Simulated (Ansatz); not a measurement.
Start from NiSi₂ (space group Fm-3m, No. 225; a = 5.3870 Å; non-magnetic). Axes: x, y, z lie along the cube axes.

Level of theory: plane-wave PAW DFT at the r2SCAN level (Ansatz, a first-principles code, 500 eV), scalar-relativistic without spin-orbit coupling.

Base values:

```
Quantity                        Result
-----------------------------  -------
Shortest interatomic distance  2.333 Å
```

The change: a free-standing slab of 3 layers (9 atoms, 3 a layer) is cut normal to [111], with 15 Å of vacuum and the in-plane cell held at bulk.

Question: What happens to the excess energy per area of both faces?

Answer: The excess energy per area of both faces (slab less bulk energy over the cell's area: twice a surface energy) comes out as 2.2 J/m² (uncertain by up to 0.1 J/m²).

Question: What happens to the change of the spacing d23 from its bulk value of 0.778 Å?

Answer: The change of the spacing d23 from its bulk value of 0.778 Å comes out as -10.1 %.

Question: What does the calculation give for the shortest interatomic distance after the change?

Answer: The shortest interatomic distance shrinks by 0.044 Å, from 2.333 Å to 2.289 Å.

Slab and bulk use different k-meshes, which limits the precision of the excess energy. Whether these cells are dynamically stable was not tested. Starting moments died away, wholly or in part, for the base; another magnetic solution may exist. The final runs are not spin-polarised.
